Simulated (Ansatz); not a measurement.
# Effect of biaxial strain −2.40 %, plane normal [110], relaxed out of plane on PbS

The parent structure is PbS in the rock salt structure (space group Fm-3m, No. 225; a = 5.903 Å). Axes: x, y, z lie along the cube axes.

It is then changed as follows: compressive biaxial strain of 2.40 % in the plane normal to [110], as in epitaxy on a mismatched substrate; the out-of-plane cell vector and the atoms relax.

Computed with plane-wave PAW DFT at the PBEsol level (Ansatz, a program for electronic structure, 420 eV), no spin-orbit coupling. Settings: 10×10×10 k-points, 0.05 eV Fermi–Dirac smearing.

| quantity | base | changed | shift |
|---|---|---|---|
| volume per atom | 25.71 Å³ | 24.96 Å³ | -0.75 Å³ |
| space group | Fm-3m (No. 225) | Immm (No. 71) | – |
| energy relative to the base (free energy F) | 0 meV/atom | +11 meV/atom | +11 meV/atom |
| pressure (mean of the normal stresses, compression positive) | 0.0 GPa | 1.9 GPa | +1.9 GPa |
| band gap (uncertain: the edges found look like a band crossing or inverted bands; the base alone) | 0.19 eV | zero | – |
| out-of-plane strain (rough) | – | +1.92 % | – |
| mean in-plane stress (compression positive) (rough) | – | +2.9 GPa | – |

Final structure (turned so that z lies along the plane normal):

```
PbS
1.0
    4.07362     0.00000     0.00000
    0.00000     5.76097     0.00000
    2.03681     2.88049     2.12704
S Pb
1 1
Direct
  0.00000   0.00000   0.00000
  0.00000   0.50000   0.00000
```

A case with no gap was solved on a k-mesh chosen for an insulator, which is coarse for it. Without a gap, meshes like the base's 10×10×10 leave anisotropic stresses uncertain by several tenths of a GPa, and small strain energies with them. With Pb present, leaving out spin-orbit coupling can change the band edges. Stability against distortions was not tested. All final runs are without spin polarisation. A zero or small gap of PbS can be the functional's error rather than a property of the material.
